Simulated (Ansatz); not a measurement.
An Ansatz (a program for electronic structure) run: Ge2Sb2Te5 with a change (biaxial strain +1.45 %, plane normal [001], relaxed out of plane); r2SCAN+rVV10 (Ansatz; PAW; 500 eV plane waves; scalar-relativistic without spin-orbit coupling).

Input:

Ansatz 0.2 input:
```yaml
crystal:
  lattice:
    - [4.2743729562, 0, 0]
    - [2.1371864781, 3.7017155653, 0]
    - [0, 0, 17.5611741139]
  atoms:
    - { symbol: Te, position: [0, 0, 0] }
    - { symbol: Sb, position: [0.6666666667, 0.6666666667, 0.1138576217] }
    - { symbol: Sb, position: [0.3333333333, 0.3333333333, 0.8861423783] }
    - { symbol: Te, position: [0.3333333333, 0.3333333333, 0.2123461295] }
    - { symbol: Te, position: [0.6666666667, 0.6666666667, 0.7876538705] }
    - { symbol: Ge, position: [0, 0, 0.3345695391] }
    - { symbol: Ge, position: [0, 0, 0.6654304609] }
    - { symbol: Te, position: [0.6666666667, 0.6666666667, 0.4138226929] }
    - { symbol: Te, position: [0.3333333333, 0.3333333333, 0.5861773071] }
basis: { ecutwfc: 500, ecutrho_ratio: 4, xc_grid: 2, fft_grid_basis: typed }
kpoints: { mp_grid: { grid: [13, 13, 3] } }
hamiltonian:
  xc: r2scan
  dispersion: rvv10
  pseudopotentials: { kind: paw }
scf: { occupations: { method: fermi_dirac, width: 0.05 } }
relax: { f_tol: 0.005, max_steps: 50, cell: { stress_tol: 0.01, fix: [a, b, gamma] } }
output: { forces: true, stress: true }
checkpoint: { write: state.ck, write_every: 1000 }
```

Output (explanatory and most iteration lines left out):

```
Relaxation: its limit of steps is 50 (relax.max_steps)
Pseudopotential: Te, paw, valence charge 16
Pseudopotential: Sb, paw, valence charge 15
Pseudopotential: Ge, paw, valence charge 14
Crystal: 9 atoms, lattice volume = 277.862 Å³
Basis set: ecut = 500 eV, 7067 PW (Γ), exchange–correlation on 64×64×270 points (8 copies of the dense FFT grid, shifted against one another)
Bands: 83, of which v1, the nominal top of the filled ones, is band 69 counted from 1 (68 counted from 0)
Symmetry: 12 space group operations
Space group: P-3m1 (ITA 164), of the structure as read, at distance tolerance 6.5e-5 Å
k-points: 56 of 507
Functional: x = r2scan, c = r2scan + rvv10(b = 11.95, C = 0.0093); τ floored in thin density (d = 2e-4 eV/Å³)
SCF iter   1: F=—  HF=-56562.403973 eV  |F-HF|=—  |Δ(HF+E_count)|=         —  Δρ=4.59e-3  dr2=2.25e-1  dr2_τ=5.28e-3  ethr=1.77e-3  ⟨swp⟩=6.4  Hψ=17840  notcnv=0  defer=43
SCF iter   2: F=—  HF=-56562.561811 eV  |F-HF|=—  |Δ(HF+E_count)|=   1.58e-1  Δρ=5.20e-3  dr2=2.05e0  dr2_τ=2.04e-3  ethr=1.63e-4  ⟨swp⟩=3.8  Hψ=10292  notcnv=0  defer=176
SCF 1 converged in 9 iterations: F = -56562.422569 eV  dr2 = 3.30e-8
relax step   1: F+E_penalty+E_count = -56562.42256937 eV  Δ(F+E_penalty+E_count) = +0.000e0 eV  max|allowed force component| = 8.624e-2 eV/Å  Δτ_max = 0.0000 Å  P = -1.128 GPa  Ω = 277.862 Å³  fix = [a, b, gamma]  reactions: a -1.417, b -1.417 GPa  (9 SCF iters, dr2 threshold 1.00e-7 eV, accepted)
[... steps on the carried basis left out ...]
relax step   6: F+E_penalty+E_count = -56562.42747242 eV  Δ(F+E_penalty+E_count) = -3.885e-5 eV  max|allowed force component| = 1.442e-3 eV/Å  Δτ_max = 0.0031 Å  P = -0.737 GPa  Ω = 275.319 Å³  energy of the carried Pulay correction = +3.432e-4 eV  fix = [a, b, gamma]  reactions: a -1.107, b -1.107 GPa  (8 SCF iters, dr2 threshold 3.86e-10 eV, accepted)
Crystal: 9 atoms, lattice volume = 275.319 Å³
Basis set: ecut = 500 eV, 7017 PW (Γ), exchange–correlation on 64×64×256 points (8 copies of the dense FFT grid, shifted against one another)
SCF iter   1: F=—  HF=-56562.427003 eV  |F-HF|=—  |Δ(HF+E_count)|=         —  Δρ=5.14e-5  dr2=1.95e-7  dr2_τ=1.21e-7  ethr=1.04e-6  ⟨swp⟩=3.0  Hψ=28971  notcnv=0
SCF iter   2: F=—  HF=-56562.427133 eV  |F-HF|=—  |Δ(HF+E_count)|=   1.30e-4  Δρ=6.79e-6  dr2=9.51e-8  dr2_τ=5.96e-9  ethr=1.41e-10  ⟨swp⟩=3.5  Hψ=11271  notcnv=0
SCF 7 converged in 8 iterations: F = -56562.427133 eV  dr2 = 2.19e-12
SCF converged after 8 iterations
Free energy (F): -56562.427133 eV
Internal energy: -56562.420273 eV  (E = F + TS)
E sigma→0 (E₀):  -56562.423703 eV
Entropy (-TS):   -0.006860 eV (-0.762 meV/atom)
Fermi energy:    9.122134 eV
--- Forces (eV/Å), atoms counted from 1 ---
  atom   1  Te     0.00000000    -0.00000000     0.00000000
  atom   2  Sb    -0.00000000    -0.00000000    -0.00146132
  atom   3  Sb     0.00000000     0.00000000     0.00146132
  atom   4  Te     0.00000000     0.00000000    -0.00129107
  atom   5  Te    -0.00000000    -0.00000000     0.00129107
  atom   6  Ge     0.00000000    -0.00000000     0.00040244
  atom   7  Ge     0.00000000     0.00000000    -0.00040244
  atom   8  Te    -0.00000000     0.00000000     0.00114403
  atom   9  Te    -0.00000000    -0.00000000    -0.00114403
--- Stress (GPa, compression-positive) ---
       -1.107658      -0.000000       0.000000
        0.000000      -1.107658      -0.000000
        0.000000      -0.000000       0.000844
  P = ⅓ Tr σ = -0.7382 GPa (-7.382 kbar)
--- Relaxed structure (6 steps of the walk, 6 accepted, 1 SCFs on fresh bases) ---
  cell:  # Å, volume = 275.3186 Å³
    - [4.274372956189382, 8.794166891423526e-98, 0.0]
    - [2.137186478094691, 3.7017155653091947, 1.39843997924364e-32]
    - [0.0, 6.634288218545223e-32, 17.400437374342197]
  atoms:
    - { symbol: Te, position: [-1.3727949129829546e-34, -3.083142934027157e-35, -4.390299911296909e-20] }
    - { symbol: Sb, position: [0.6666666666666664, 0.6666666666666667, 0.11420282232791498] }
    - { symbol: Sb, position: [0.3333333333333332, 0.33333333333333337, 0.8857971776720851] }
    - { symbol: Te, position: [0.3333333333333332, 0.33333333333333337, 0.21269316802027025] }
    - { symbol: Te, position: [0.6666666666666664, 0.6666666666666667, 0.7873068319797296] }
    - { symbol: Ge, position: [9.574387579240192e-34, -1.140762885590049e-33, 0.3359250951708484] }
    - { symbol: Ge, position: [-1.9089944734153535e-33, 2.1890314831592865e-33, 0.6640749048291515] }
    - { symbol: Te, position: [0.6666666666666664, 0.6666666666666667, 0.4151422573738825] }
    - { symbol: Te, position: [0.3333333333333332, 0.33333333333333337, 0.5848577426261174] }
```

Spin-orbit coupling, missing from the scalar runs, can matter with Sb and Te. Stability against distortions was not tested. All final runs are without spin polarisation. The cell was made from Ge$_{2}$Sb$_{2}$Te$_{5}$ (space group P-3m1, No. 164) by this change: biaxial strain +1.45 %, plane normal [001], relaxed out of plane.
